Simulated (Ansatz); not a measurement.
Effect of isotropic strain −1.50 % on AlRu

Consider AlRu in the CsCl type structure (space group Pm-3m, No. 221; a = 2.9545 Å; relaxed with 0.1 eV smearing).

The change: an isotropic linear strain of −1.50 %; the atoms relax in the strained cell.

Calculations: LDA/PAW in Ansatz (a first-principles code), no spin-orbit coupling. k-mesh 19×19×19 (Γ-centred); smearing 0.1 eV (Fermi–Dirac).

| quantity | base | changed | shift |
|---|---|---|---|
| volume per atom | 12.90 Å³ | 12.32 Å³ | -0.572 Å³ |
| space group | Pm-3m (No. 221) | Pm-3m (No. 221) | – |
| shortest interatomic distance | 2.559 Å | 2.520 Å | -0.0384 Å |
| energy relative to the base (free energy F) | 0 meV/atom | +20 meV/atom | +20 meV/atom |
| pressure | 0.0 GPa | 11.6 GPa | +11.6 GPa |
| band gap | zero | zero | – |

Stability against distortions was not tested. All final runs are without spin polarisation.
